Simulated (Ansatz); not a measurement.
Consider the following.

```xyz
2
Lattice="0.0000 3.2790 3.2790 3.2561 0.0000 3.2790 3.2561 3.2790 0.0000" Properties=species:S:1:pos:R:3 pbc="T T T"
Te     4.8841     4.9186     4.9186
Cd     0.0000     0.0000     0.0000
```

No spin polarisation.

Level of theory: plane-wave PAW DFT at the r2SCAN level (Ansatz, a program for electronic structure, 500 eV), without spin-orbit coupling, earlier PAW set. k-mesh 9×9×9 (Γ-centred); smearing 0.05 eV (Fermi–Dirac).

### Question
Predict the pressure and valence-band top at Γ.

### Answer
The pressure (mean of the normal stresses, compression positive) is 0.29 GPa. The valence-band top at Γ (three highest levels, from the VBM) is 0.00, -0.02, -0.02 eV.

Spin-orbit coupling, missing from the scalar runs, can matter with Te. The levels and masses belong to the bands next to the band gap. The cells carry an imposed strain or load. Whether these cells are dynamically stable was not tested. The cell was made from CdTe in the zinc blende structure (space group F-43m, No. 216) by this change: uniaxial strain ε_xx = −0.70 %.
